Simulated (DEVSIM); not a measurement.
System: Cr/SiO2/p-GaAs capacitor, at 300 K.

```csv
layer (left to right),material,thickness (nm),Na (cm⁻³)
1,SiO2,17.0,-
2,GaAs,850,5.8e17
```

Metal gate on the left, work function 4.5 eV. Fixed charge at the semiconductor interface 0 cm⁻² (in units of +e); no interface traps.

The device is made up for the run: typed textbook-type constants, with dimensions and the other settings drawn at random. Values at 300 K.

| parameter | SiO2 | GaAs |
|---|---|---|
| gap (eV) | 9 | 1.424 |
| affinity (eV) | 0.9 | 4.07 |
| permittivity | 3.9 | 12.9 |
| Nc (cm⁻³) | - | 4.7e17 |
| Nv (cm⁻³) | - | 9e18 |

DEVSIM, 1D Poisson equation in equilibrium, Boltzmann statistics, complete ionisation; no quantum confinement or tunnelling. Metal contacts follow the ideal Schottky-Mott rule: no Fermi-level pinning, no interface dipoles.

The SiO2 thickness was swept, all else fixed.

| SiO2 thickness (μm) | minimum of the low-frequency capacitance (μF/cm²) | capacitance of the dielectric stack (μF/cm²) |
|---|---|---|
| 0.0068 | 0.150 | 0.508 |
| 0.0094 | [?] | 0.367 |
| 0.012 | 0.123 | 0.288 |
| 0.014 | 0.115 | 0.247 |
| 0.017 | 0.104 | 0.203 |
| 0.02 | 0.0950 | 0.173 |

Question: Complete the blanks.

Answer: 
- 0.0094, minimum of the low-frequency capacitance (μF/cm²): 0.135
